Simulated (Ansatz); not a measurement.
Checking a run of Ansatz (a first-principles code) on Co2C (P6_3/mmc, 6 atoms in the cell). The aim is a self-consistent single point with DFT, LDA (PW92), plane waves, default PAW files made with PBE.

Cell that was meant: a = 3.4887 Å, b = 3.4887 Å, c = 4.2746 Å, α = 90.00°, β = 90.00°, γ = 120.00°.

Part of the input:

Ansatz 0.2 input:
```yaml
    - { symbol: Co, position: [0.00000000, 0.00000000, 0.50000000], spin: 3.0 }
    - { symbol: Co, position: [0.33333300, 0.66666700, 0.75000000], spin: 3.0 }
    - { symbol: Co, position: [0.66666700, 0.33333300, 0.25000000], spin: 3.0 }
basis:
  ecutwfc: 125.0
kpoints:
  mp_grid: { grid: [7, 7, 5] }
hamiltonian:
```

The program printed (abridged):

```
   [... lines left out ...]
PAW frozen core: Co, regenerated for the run's functional, and the local potential with it
Initial density: superposition of atomic densities (chi_scale 0.1, normalization cell, long waves kept (reshape's long-wave potential 0.00 eV rms))
Starting moments: Σ|m| = 12 μB on 4 of 6 sites
Initial wavefunctions: pseudopotential atomic-orbital guess
Eigensolver: davidson
Functional: x = slater, c = lda
SCF iter   1: F=—  HF=-20177.503232 eV  |F-HF|=—  |Δ(HF+E_count)|=         —  Δρ=1.40e0 (↑1.40e0 ↓6.66e-1)  dr2=8.66e2  dr2_m=6.52e1  M=0.590 μB ∫|m|=0.600 μB  β_m=0.30  ethr=3.10e-3  ⟨swp⟩=1.0  Hψ=6892  notcnv=0
Mixer restart at iter 1: flushing history
all-band conjugate gradients solve this SCF's bands
preconditioner: auto → Kerker (q_TF=auto, 2.977 Å⁻¹)
   [... lines left out ...]
SCF iter  15: F=—  HF=-19769.845578 eV  |F-HF|=—  |Δ(HF+E_count)|=   3.92e-7  S|Δr|=    0.00e0  Δρ=1.72e-5 (↑1.72e-5 ↓1.72e-5)  dr2=4.06e-7  dr2_m=8.92e-12  M=-0.000 μB ∫|m|=0.000 μB  β_m=0.97  ethr=2.34e-9  ⟨swp⟩=2.0  Hψ=3011  notcnv=0  defer=342
SCF iter  16: F=-19769.845578 eV  HF=-19769.845578 eV  |F-HF|=1.03e-8  |Δ(HF+E_count)|=   4.73e-8  S|Δr|=    0.00e0  Δρ=3.78e-6 (↑3.77e-6 ↓3.78e-6)  dr2=1.87e-8  dr2_m=3.14e-12  M=-0.000 μB ∫|m|=0.000 μB  ethr=1.32e-10  ⟨swp⟩=8.8  Hψ=8464  notcnv=0
SCF 1 converged in 16 iterations: F = -19769.845578 eV  dr2 = 1.87e-8
WARN: the starting moments were not kept: the SCF closed with an absolute magnetisation of 7.7e-6 μB, where they sum to 12 μB in size (4 sites) …
   [... lines left out ...]
Absolute magnetization: 0.0000 μB (∫|ρ↑−ρ↓|, with the PAW one-centre terms)
Free energy (F): -19769.845578 eV
Fermi energy:    22.106207 eV
   [... lines left out ...]
   [... zero for the other atoms too ...]
--- Stress (GPa, compression-positive) ---
     -659.199300      -0.000000       0.000000
       -0.000000    -659.199300       0.000000
        0.000000       0.000000    -566.183295
  P = ⅓ Tr σ = -628.1940 GPa (-6281.940 kbar)
  The stress holds the Pulay correction. Without it, at fixed plane waves, as pw.x and ABINIT print it: P = -9015.8041 GPa
```

Q: Can these results be used? Check the input.

A: The run is not sound. The fault is a basis or grid far too coarse for these potentials. Far below the cutoff that the potentials were made for, the basis cannot represent the orbitals near the nuclei, and energies, forces and above all the stress go wrong. To fix it, restore the cutoff that the potentials need and check convergence. The run converged in 16 iterations without an error; against the sound input the free energy goes up by 160 eV/atom and the pressure goes from 23.09 to -628.2 GPa. At a fixed set of plane waves, without the program's Pulay estimate, the pressure is -9015.80 GPa against 22.60 GPa.

An input that runs soundly differs in these lines (not the only fix; some lines may just follow from the change or write a value another way):
```diff
-basis:
-  ecutwfc: 125.0
```

With that input, the run converged in 20 iterations: free energy E − TS (on the zero of these files) -20732.5964 eV; Fermi level (on the code's own zero) 22.35 eV; pressure 23.09 GPa; size of the cell's spin moment 0.00 μB (DFT, LDA (PW92), plane waves, default PAW files made with PBE).

On the sound input: the starting cell was generated: these elements placed on a structure prototype, without a prior relaxation; it need not be a known phase or ordering of this composition. Its lattice was rescaled by a random factor within 2.5 % of one. The starting moments vanished: the run ended non-magnetic, which need not be the lowest state. The program warned that a starting moment was not kept. With a pressure of about 23 GPa the cell is away from its equilibrium volume at this level. Ansatz's pressure includes its estimate of the finite-basis (Pulay) stress.
